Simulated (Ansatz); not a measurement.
**Ansatz (a quantum-chemistry and plane-wave program) run on CdHgSe2 (P-4m2, 4 atoms in the cell): self-consistent single point**

Computed with PBEsol, default PAW files made with PBE (plane waves; Ansatz).

This input was run:

Ansatz 0.2 input:
```yaml
crystal:
  lattice:
    - [4.347646, 0.000000, 0.000000]
    - [0.000000, 4.347646, 0.000000]
    - [0.000000, 0.000000, 6.135835]
  atoms:
    - { symbol: Cd, position: [0.500000, 0.500000, 0.500000] }
    - { symbol: Hg, position: [0.000000, 0.000000, 0.000000] }
    - { symbol: Se, position: [0.000000, 0.500000, 0.253010] }
    - { symbol: Se, position: [0.500000, 0.000000, 0.746990] }
kpoints:
  mp_grid: { grid: [5, 5, 4] }
hamiltonian:
  xc: pbesol
  pseudopotentials: { kind: paw }
scf:
  occupations: { method: methfessel_paxton, width: 0.1 eV }
output:
  forces: true
  eigenvalues: true
  stress: true
```

Output (repeated stretches shortened):

```
WARN basis.ecutwfc = 420 eV, the default
WARN ansatz: RAYON_NUM_THREADS=1 ignored (pool sized by the plan → 1); use --threads N
Pseudopotentials: kind: paw
Pseudopotential: Cd, paw, valence charge 20
Pseudopotential: Hg, paw, valence charge 20
Pseudopotential: Se, paw, valence charge 16
Crystal: 4 atoms, lattice volume = 115.980 Å³
Basis set: ecut = 420 eV, 2277 PW (Γ), exchange–correlation on 60×60×90 points (8 copies of the dense FFT grid, shifted against one another)
Bands: 44, of which v1, the nominal top of the filled ones, is band 36 counted from 1 (35 counted from 0)
Symmetry: 8 space group operations
Space group: P-4m2 (ITA 115), of the structure as read, at distance tolerance 4.9e-5 Å
k-points: 18 of 100 (time reversal used)
PAW frozen core: Cd, regenerated for the run's functional, and the local potential with it
PAW frozen core: Hg, regenerated for the run's functional, and the local potential with it
PAW frozen core: Se, regenerated for the run's functional, and the local potential with it
Initial density: superposition of atomic densities (neutral atoms: chi_scale 0, normalization atom), corrected by the library's trained network
Initial wavefunctions: pseudopotential atomic-orbital guess
Eigensolver: davidson
Functional: x = pbesol(κ = 0.804, μ = 0.12345679012345678), c = pbesol(β = 0.046)
SCF iter   1: F=—  HF=-32702.009413 eV  |F-HF|=—  |Δ(HF+E_count)|=         —  Δρ=3.79e-3  dr2=2.21e-2  ethr=1.77e-3  ⟨swp⟩=7.1  Hψ=2964  notcnv=0  defer=1
all-band conjugate gradients solve this SCF's bands
preconditioner: auto → Resta (q_TF=auto, 2.520 Å⁻¹)
SCF iter   2: F=—  HF=-32702.004374 eV  |F-HF|=—  |Δ(HF+E_count)|=   5.04e-3  S|Δr|=    0.00e0  Δρ=1.63e-3  dr2=4.87e-3  ethr=3.07e-5  ⟨swp⟩=2.1  Hψ=1266  notcnv=0  defer=5
SCF iter   3: F=—  HF=-32702.003657 eV  |F-HF|=—  |Δ(HF+E_count)|=   7.17e-4  S|Δr|=    0.00e0  Δρ=5.27e-4  dr2=5.50e-4  ethr=6.77e-6  ⟨swp⟩=2.0  Hψ=857  notcnv=0  defer=5
SCF iter   4: F=—  HF=-32702.003865 eV  |F-HF|=—  |Δ(HF+E_count)|=   2.08e-4  S|Δr|=    0.00e0  Δρ=2.12e-4  dr2=7.41e-5  ethr=7.64e-7  ⟨swp⟩=2.0  Hψ=1068  notcnv=0  defer=5
SCF iter   5: F=—  HF=-32702.003918 eV  |F-HF|=—  |Δ(HF+E_count)|=   5.23e-5  S|Δr|=    0.00e0  Δρ=6.81e-5  dr2=6.40e-6  ethr=1.03e-7  ⟨swp⟩=2.0  Hψ=1052  notcnv=0  defer=5
SCF iter   6: F=—  HF=-32702.003925 eV  |F-HF|=—  |Δ(HF+E_count)|=   7.13e-6  S|Δr|=    0.00e0  Δρ=2.61e-5  dr2=6.33e-7  ethr=8.89e-9  ⟨swp⟩=2.0  Hψ=1248  notcnv=0  defer=5
SCF iter   7: F=-32702.003926 eV  HF=-32702.003926 eV  |F-HF|=3.56e-8  |Δ(HF+E_count)|=   1.12e-6  S|Δr|=    0.00e0  Δρ=8.36e-6  dr2=6.47e-8  ethr=1.39e-10  ⟨swp⟩=9.2  Hψ=3682  notcnv=0
SCF 1 converged in 7 iterations: F = -32702.003926 eV  dr2 = 6.47e-8
SCF converged after 7 iterations
Stability not checked (fill_not_monotonic)
Free energy (F): -32702.003926 eV
Harris-Foulkes:  -32702.003926 eV  (|F-HF|=3.56e-8)
Internal energy: -32702.003646 eV  (E = F + TS)
E sigma→0 (E₀):  -32702.003856 eV
Entropy (-TS):   -0.000280 eV (-0.070 meV/atom)
Fermi energy:    7.577914 eV
Step filling:    the computed levels leave a gap of 0.0000 eV = 0.0 smearing widths
--- Per-component energies (eV) ---
  E_band       = -1797.752430
  E_kinetic    = 1343.812531
  E_local      = -12306.095354  (includes V_loc(G=0)·N_el)
  E_nonlocal   = -1071.416253
  E_hartree    = 5730.133368
  E_xc         = -599.379059
  E_vxc        = -676.707829  (∫ρ·V_xc dr)
  E_paw        = -17550.481562  (= ΣΔE_a)
  E_vpaw       = -547.606129  (= ΣTr[D̂ρ^β])
  E_aug_tail   = -0.000338  (compensation charges beyond the density's cutoff)
  E_ewald      = -8251.264492
  E_core_change = 2.687512  (= ΣΔE_core)
  E_smearing   = -0.000280  (= −TS)
  E_closure    = -0.000000  (closes the sum)
  Σ components = -32702.003926   (vs F -32702.003926, Δ=0.00e0)
--- Forces (eV/Å), atoms counted from 1 ---
  atom   1  Cd    -0.00000000     0.00000000     0.00000000
  atom   2  Hg    -0.00000000     0.00000000     0.00000000
  atom   3  Se     0.00000000    -0.00000000    -0.01224710
  atom   4  Se     0.00000000    -0.00000000     0.01224710
  max |Σ_I F_I| component: 6.42e-17 eV/Å
--- Stress (GPa, compression-positive) ---
       -0.814869       0.000000       0.000000
        0.000000      -0.814869      -0.000000
        0.000000      -0.000000      -0.905478
  P = ⅓ Tr σ = -0.8451 GPa (-8.451 kbar)
  The stress holds the Pulay correction. Without it, at fixed plane waves, as pw.x and ABINIT print it: P = -0.8704 GPa
--- Band table (eV; the first three rows and the last of 18) ---
  k-point 0: bands = ["-106.5865", "-94.1239", "-55.2227", "-55.2220", "-55.2220", "-55.0001", "-54.9967", "-54.9967", "-39.5174", "-39.5174", "-39.5174", "-39.5174", "-39.5004", "-39.5003", "-39.4927", "-39.4927", "-39.4887", "-39.4887", "-5.3005", [...]
  k-point 1: bands = ["-106.5865", "-94.1239", "-55.2227", "-55.2220", "-55.2220", "-55.0001", "-54.9967", "-54.9967", "-39.5174", "-39.5174", "-39.5174", "-39.5174", "-39.5004", "-39.5003", "-39.4927", "-39.4927", "-39.4887", "-39.4887", "-5.2252", [...]
  k-point 2: bands = ["-106.5865", "-94.1239", "-55.2227", "-55.2220", "-55.2220", "-55.0001", "-54.9967", "-54.9967", "-39.5174", "-39.5174", "-39.5174", "-39.5174", "-39.5004", "-39.5003", "-39.4927", "-39.4927", "-39.4887", "-39.4887", "-5.0663", [...]
  k-point 17: bands = ["-106.5865", "-94.1239", "-55.2227", "-55.2221", "-55.2221", "-55.0001", "-54.9969", "-54.9969", "-39.5175", "-39.5174", "-39.5173", "-39.5173", "-39.5004", "-39.5004", "-39.4927", "-39.4927", "-39.4886", "-39.4886", [...]
```

The run converged in 7 iterations.

The starting cell comes from a database of computed structures (which also holds hypothetical and non-ambient phases and stackings), without a prior relaxation at this level. Its lattice was rescaled by a random factor within 2.5 % of one. Spin-orbit coupling is off. Ansatz's pressure includes its estimate of the finite-basis (Pulay) stress. The run gives no clean gap (levels at the Fermi energy touch, overlap or are partly filled at this smearing), which alone does not show that the compound is a metal.
